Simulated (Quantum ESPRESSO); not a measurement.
Input and output of a self-consistent single point for Si (Fd-3m, 2 atoms in the cell) (Quantum ESPRESSO).

Method of the run: PBE, PseudoDojo stringent norm-conserving (PBE) pseudopotentials (plane waves; Quantum ESPRESSO).

The change in words: lattice scaled by 0.98. Reference geometry:
```
CELL_PARAMETERS angstrom
     -2.72185     0.00000     2.72185
      0.00000     2.72185     2.72185
     -2.72185     2.72185     0.00000
ATOMIC_POSITIONS crystal
  Si 0.25000 0.25000 0.25000
  Si 0.00000 0.00000 0.00000
```

Reference input (self-consistent single point, DFT, PBE, plane waves, PseudoDojo stringent norm-conserving (PBE) pseudopotentials): ecutwfc = 40 Ry; occupations = smearing; smearing = fermi-dirac; degauss = 0.0036749 Ry; potentials = {Si: Si.upf}; K_POINTS = automatic 8 8 8 0 0 0; conv_thr = 1e-10 Ry; mixing_beta = 0.7. This run's input differs from it in these lines:

```diff
@@ -10,3 +10,3 @@
  ibrav = 2,
- celldm(1) = 10.287102105,
+ celldm(1) = 10.081360063,
  nat = 2,
@@ -25,3 +25,3 @@
 ATOMIC_POSITIONS angstrom
-Si   -1.360925000    1.360925000    1.360925000
+Si   -1.333706500    1.333706500    1.333706500
 Si    0.000000000    0.000000000    0.000000000
```

The program printed (abridged):

```
     Self-consistent Calculation

     iteration #  1     ecut=    40.00 Ry     beta= 0.70

     Threshold (ethr) on eigenvalues was too large:
     Diagonalizing with lowered threshold

     total energy              =     -16.91713958 Ry
     estimated scf accuracy    <       0.06107602 Ry

     iteration #  2     ecut=    40.00 Ry     beta= 0.70

     total energy              =     -16.91991923 Ry
     estimated scf accuracy    <       0.00215011 Ry

     iteration #  3     ecut=    40.00 Ry     beta= 0.70

     total energy              =     -16.92004451 Ry
     estimated scf accuracy    <       0.00004318 Ry

   [... 2 blocks of this kind left out ...]

     iteration #  6     ecut=    40.00 Ry     beta= 0.70

     total energy              =     -16.92005436 Ry
     estimated scf accuracy    <          2.6E-10 Ry

     iteration #  7     ecut=    40.00 Ry     beta= 0.70
     End of self-consistent calculation

     the Fermi energy is     7.0432 ev

!    total energy              =     -16.92005436 Ry
     estimated scf accuracy    <          4.4E-11 Ry
     smearing contrib. (-TS)   =      -0.00000478 Ry
     internal energy E=F+TS    =     -16.92004959 Ry

     convergence has been achieved in   7 iterations

     Forces acting on atoms (cartesian axes, Ry/au):

     atom    1 type  1   force =     0.00000000    0.00000000    0.00000000
     atom    2 type  1   force =     0.00000000    0.00000000    0.00000000

     Total force =     0.000000     Total SCF correction =     0.000000

          total   stress  (Ry/bohr**3)                   (kbar)     P=       77.18
   0.00052469   0.00000000  -0.00000000           77.18        0.00       -0.00
   0.00000000   0.00052469  -0.00000000            0.00       77.18       -0.00
  -0.00000000   0.00000000   0.00052469           -0.00        0.00       77.18

   JOB DONE.
```

The run converged in 7 iterations. Against the reference run the free energy goes up by 32.1 meV/atom, the pressure goes from 1.27 to 7.72 GPa and the gap on the mesh goes from 0.625 to 0.521 eV.

The starting cell comes from a database of computed structures (which also holds hypothetical and non-ambient phases and stackings), without a prior relaxation at this level. For this run, on top of that: lattice scaled by 0.98. With a pressure of about 8 GPa the cell is away from its equilibrium volume at this level.
